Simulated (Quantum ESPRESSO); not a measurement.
Quantum ESPRESSO is run on LaBPd₃ (Pm-3m, 5 atoms in the cell), and the run fails. The aim is a self-consistent single point with DFT, LDA (PZ), plane waves, GBRV 1.5 ultrasoft (LDA) pseudopotentials.

Cell that was meant: a = 4.4174 Å, b = 4.4174 Å, c = 4.4174 Å, α = 90.00°, β = 90.00°, γ = 90.00°.

Part of the input:

```fortran
   A = 4.41742000,
   nat = 5,
   ntyp = 3,
   ecutwfc = 40.0,
   ecutrho = 320,
   occupations = 'smearing',
   smearing = 'cold',
[...]
B     2.20871000    2.20871000    2.20871000
Pd    0.00000000    2.20871000    2.20871000
Pd    2.20871000    0.00000000    2.20871000
Pd    2,20871000    2,20871000    0,00000000
K_POINTS automatic
6 6 6  0 0 0
```

Log, with long lists cut:

```
     This program is part of the open-source Quantum ESPRESSO suite
     for quantum simulation of materials; please cite

[eval_infix.c] A parsing error occurred
helper string:
2,20871000
error code:
Error: invalid token: ,

 %%%%%%%%%%%%%%%%%%%%%%%%%%%%%%%%%%%%%%%%%%%%%%%%%%%%%%%%%%%%%%%%%%%%%%%%%%%%%%
     Error in routine card_atomic_positions (1):
     Error while parsing atomic position card.
 %%%%%%%%%%%%%%%%%%%%%%%%%%%%%%%%%%%%%%%%%%%%%%%%%%%%%%%%%%%%%%%%%%%%%%%%%%%%%%

     stopping ...
```

Problem. From the messages shown, name the fault and mend the input.

Solution. The fault is decimal commas. The program does not read a comma as a decimal mark. To fix it, use decimal points. The program stopped before any SCF iteration.

The sound input it was made from differs as follows (other fixes are possible):
```diff
-   ecutwfc = 40.0,
+   ecutwfc = 40,
-Pd    2,20871000    2,20871000    0,00000000
+Pd    2.20871000    2.20871000    0.00000000
```

With that input, the run converged in 27 iterations: free energy E − TS -9594.4290 eV; Fermi level (on the code's own zero) 15.37 eV; pressure -9.36 GPa (DFT, LDA (PZ), plane waves, GBRV 1.5 ultrasoft (LDA) pseudopotentials).

On the sound input: the starting cell comes from a database of computed structures (which also holds hypothetical and non-ambient phases and stackings), without a prior relaxation at this level. Spin polarisation is off. With a pressure of about -9 GPa the cell is away from its equilibrium volume at this level.
